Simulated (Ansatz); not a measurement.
# Carrier doping in MoS2

The parent structure is MoS2 (space group P6_3/mmc, No. 194; a = 3.149 Å, c = 12.091 Å; layered, stacked along the Cartesian z axis).

Carriers are added at fixed cell with a uniform background; the Fermi–Dirac width is that of 300 K.

All numbers come from PBE-D3(BJ), PAW, 420 eV (Ansatz, a quantum-chemistry and plane-wave program; no spin-orbit coupling), earlier PAW set.

Notes on the quantities. Fermi level from band edge: Fermi level relative to the doped band's edge (positive inside the band; to 0.05 eV).

| change | gap between the host's bands | Fermi level from band edge |
|---|---|---|
| undoped | 0.77 eV | – |
| electrons 5.0×10^21 cm⁻³ | 0.73 eV | +0.45 eV |
| electrons 7.0×10^21 cm⁻³ | 0.72 eV | +0.55 eV |
| electrons 1.0×10^22 cm⁻³ | 0.70 eV | +0.70 eV |
| holes 5.0×10^21 cm⁻³ | 0.82 eV | +0.90 eV |
| holes 7.0×10^21 cm⁻³ | 0.83 eV | +1.00 eV |
| holes 1.0×10^22 cm⁻³ | 0.83 eV | +1.10 eV |

Carriers are added with a uniform compensating background; total energy and stress of such cells depend on the potential's zero and are not compared; many-body gap narrowing is missing at this level. No phonon test of stability was made.
